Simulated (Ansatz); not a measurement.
CuI in the zinc blende structure (space group F-43m, No. 216)

```xyz
2
Lattice="0.0000 3.0389 3.0389 3.0389 0.0000 3.0389 3.0389 3.0389 0.0000" Properties=species:S:1:pos:R:3 pbc="T T T"
I      4.5584     4.5584     4.5584
Cu     0.0000     0.0000     0.0000
```

Method: Ansatz (a program for electronic structure), PBE, PAW, cutoff 420 eV, spin-orbit coupling left out, earlier PAW set. Settings: 9×9×9 k-points, 0.05 eV Fermi–Dirac smearing.

| Quantity | Result |
|---|---|
| Volume per atom | 28.06 Å³ |
| Density | 5.63 g/cm³ |
| Band gap | 1.10 eV, direct at Γ |
| Electron mass | 0.15 mₑ |
| Hole mass (degenerate bands, along [100]) | 0.22, 0.75, 0.75 mₑ |
| Lowest conduction-band minima above the VBM | Γ 1.10 eV; L along ⟨111⟩ 2.13 eV |
| Total energy | -7069.240 eV/atom (σ→0; compares only within this code and set-up) |

Spin-orbit coupling, missing from the scalar runs, can matter with I. Effective masses come from finite differences of ±0.01 Å⁻¹. Whether these cells are dynamically stable was not tested. The final runs are not spin-polarised.
